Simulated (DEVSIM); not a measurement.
System: abrupt GaAs n-p junction, at 350 K.

| layer (left to right) | material | thickness (μm) | Nd (cm⁻³) | Na (cm⁻³) | τn (s) | τp (s) |
|---|---|---|---|---|---|---|
| 1 | GaAs | 1.50 | 1.3e15 | - | 6.6e-9 | 6.6e-9 |
| 2 | GaAs | 3.30 | - | 2.3e17 | 6.6e-9 | 6.6e-9 |

Left contact: ohmic. Right contact: ohmic. Voltage is applied to the left contact. Recombination: SRH at mid-gap, radiative. Mobility is μmin + (μ − μmin)/(1 + (N/Nref)^α).

Constants are typed, rounded textbook-type inputs, not results; the design itself was drawn at random and stands for no fabricated device. Values at 300 K; Nc and Nv go as T^1.5, mobilities as T to minus their exponent, the gap by Varshni's rule with the affinity fixed. The table also holds parameters that only a changed run uses.

```
parameter             GaAs
----------------  --------
gap (eV)             1.424
affinity (eV)         4.07
permittivity          12.9
Nc (cm⁻³)           4.7e17
Nv (cm⁻³)             9e18
μn (cm²/Vs)           8500
μp (cm²/Vs)            400
μn,min                 500
μp,min                  20
Nref,n                6e16
Nref,p              1.5e17
αn                    0.39
αp                    0.38
T exponent of μn       2.1
T exponent of μp       2.2
B (cm³/s)            2e-10
Cn (cm⁶/s)           1e-30
Cp (cm⁶/s)           1e-30
Varshni α (eV/K)  0.000541
Varshni β (K)          204
```

Model (solved in DEVSIM): 1D drift-diffusion, Boltzmann statistics, complete ionisation; no tunnelling, impact ionisation, image-force lowering or self-heating.

Base results: dark forward voltage at 1 A/cm² (V) 0.860; potential step across the device at zero bias (V) 1.099; dark forward voltage at 100 A/cm² (V) 1.050; largest field in the device at zero bias (V/cm) 31000.

Problem. What follows from this one change: temperature 350 → 250 K?

Solution. dark forward voltage at 1 A/cm² 0.860 → 1.074 V; potential step across the device at zero bias 1.099 → 1.252 V; dark forward voltage at 100 A/cm² 1.050 → 1.204 V; largest field in the device at zero bias 31000 → 29000 V/cm.

Problem. What follows from this one change: minority lifetime in layer 1 6.6e-09 → 2e-09 s?

Solution. dark forward voltage at 1 A/cm² 0.860 → 0.853 V; potential step across the device at zero bias little changed (1.099 V); dark forward voltage at 100 A/cm² little changed (1.049 V); largest field in the device at zero bias little changed (31000 V/cm).

Problem. What follows from this one change: thickness of layer 1 1.5 → 0.9 μm?

Solution. dark forward voltage at 1 A/cm² 0.860 → 0.838 V; potential step across the device at zero bias little changed (1.099 V); dark forward voltage at 100 A/cm² 1.050 → 1.027 V; largest field in the device at zero bias little changed (31000 V/cm).

Problem. What follows from this one change: constant mobility in place of the doping-dependent one?

Solution. dark forward voltage at 1 A/cm² 0.860 → 0.855 V; potential step across the device at zero bias little changed (1.099 V); dark forward voltage at 100 A/cm² 1.050 → 1.037 V; largest field in the device at zero bias little changed (31000 V/cm).
